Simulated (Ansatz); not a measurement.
Start from a 16-atom supercell of PbSe in the rock salt structure (space group Fm-3m, No. 225; a = 6.178 Å) at its relaxed geometry.

Method: r2SCAN in Ansatz (plane waves to 500 eV, PAW, no spin-orbit coupling), earlier PAW set.

Before the change:

| Item | Value |
|---|---|
| Mean distance from the defect site to its nearest host atoms | 3.09 Å |
| Pressure | 0.0 GPa |

Modification: a neutral Pb on a Se site (antisite), atoms relaxed at fixed cell, starting from a slightly rattled geometry.

Task: Predict the new mean distance from the defect site to its nearest host atoms, largest displacement of a host atom from its site in the perfect cell and pressure.

Result: The mean distance from the defect site to its nearest host atoms grows by 0.04 Å (3.09 Å → 3.13 Å); the largest displacement of a host atom from its site in the perfect cell comes out as 0.05 Å; the pressure goes from zero to 0.6 GPa.

The magnetic state is the one reached from the starting moments; the real material's order can differ, and small cells can't hold many antiferromagnetic ones. In so small a cell the defect repeats every few ångströms: this is an ordered compound, not a dilute defect. A case with no gap was solved on a k-mesh chosen for an insulator, which is coarse for it. Starting moments died away, wholly or in part, for Pb on a Se site (antisite); another magnetic solution may exist. The defect cell is spin-polarised and ends with 0.5 μB, a fractional moment that hangs on the mesh and smearing.

Ansatz is an electronic-structure program.
